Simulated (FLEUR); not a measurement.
Band structure of Tl (P6_3/mmc, 4 atoms in the cell).

```xyz
4
Lattice="3.4771 0.0000 0.0000 -1.7385 3.0112 0.0000 0.0000 0.0000 11.1642" Properties=species:S:1:pos:R:3 pbc="T T T"
Tl     0.0000     0.0000     0.0000
Tl     0.0000     0.0000     5.5821
Tl     0.0000     2.0075     2.7911
Tl     1.7385     1.0037     8.3732
```

Method of the run: PBE, all-electron FLAPW (FLEUR), scalar-relativistic valence.

Settings: Kmax = 3.8 1/bohr; GmaxXC = 13.3 1/bohr; xcFunctional = pbe; jspins = 1; l_soc = F; mode = hist; fermiSmearingEnergy = 0.00367493 Htr; mesh (inpgen div1-3) = 11 11 3; inpgen gamma flag = false; Gmax = 13.3 1/bohr; numbands = 0; maxIterBroyd = 99; imix = Anderson; alpha = 0.05.

The starting cell comes from a database of computed structures (which also holds hypothetical and non-ambient phases and stackings), without a prior relaxation at this level. Its lattice was rescaled by a random factor within 2.5 % of one. Spin-orbit coupling is off. Values depend on the basis (sphere radii, cutoffs, local orbitals), which need not be converged.

Levels in eV from the Fermi level, bands 23 to 30:
```json
[
 {"point": "Γ", "23": "-8.47", "24": "-5.13", "25": "-2.74", "26": "3.25", "27": "3.26", "28": "7.91", "29": "7.91", "30": "8.86"},
 {"point": "M", "23": "-4.70", "24": "-4.02", "25": "-2.58", "26": "-2.26", "27": "-0.23", "28": "0.23", "29": "1.90", "30": "2.89"},
 {"point": "K", "23": "-4.35", "24": "-4.09", "25": "-0.82", "26": "-0.57", "27": "-0.57", "28": "-0.39", "29": "-0.39", "30": "1.75"},
 {"point": "A", "23": "-6.74", "24": "-6.74", "25": "-0.46", "26": "-0.46", "27": "7.47", "28": "7.47", "29": "8.18", "30": "8.18"},
 {"point": "L", "23": "-4.52", "24": "-4.52", "25": "-1.70", "26": "-1.70", "27": "-1.03", "28": "-1.03", "29": "3.55", "30": "3.55"},
 {"point": "H", "23": "-4.34", "24": "-4.34", "25": "-1.08", "26": "-1.08", "27": "0.11", "28": "0.11", "29": "0.93", "30": "0.93"}
]
```
